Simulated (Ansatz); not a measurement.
Base system: ZnS in the zinc blende structure (space group F-43m, No. 216; a = 5.357 Å).

Method: Ansatz (a first-principles code), PBEsol, PAW, cutoff 420 eV, without spin-orbit coupling, earlier PAW set.

One change was made to it. Results:

The band gap falls by 1.07 eV, from 2.08 eV to 1.01 eV; the density increases by 0.644 g/cm³, from 4.21 g/cm³ to 4.86 g/cm³; the shortest interatomic distance rises by 20.26 pm, from 232.0 pm to 252.2 pm.

Problem. Which of these changes matches the shifts?
(A) Zn → Cd
(B) S → Se
(C) S → Pt
(D) Zn → Hg

Solution. A, Zn → Cd. For comparison, the band gap in the other runs: Zn → Hg gives zero; S → Se gives 1.23 eV; S → Pt gives zero.

Spin-orbit coupling, missing from the scalar runs, can matter with Hg and Pt. Whether these cells are dynamically stable was not tested. As relaxed here, ZnPt is a hypothetical phase, not in the database extracts checked. The final runs are not spin-polarised. The zero or small gap of HgS can change with the level of theory.
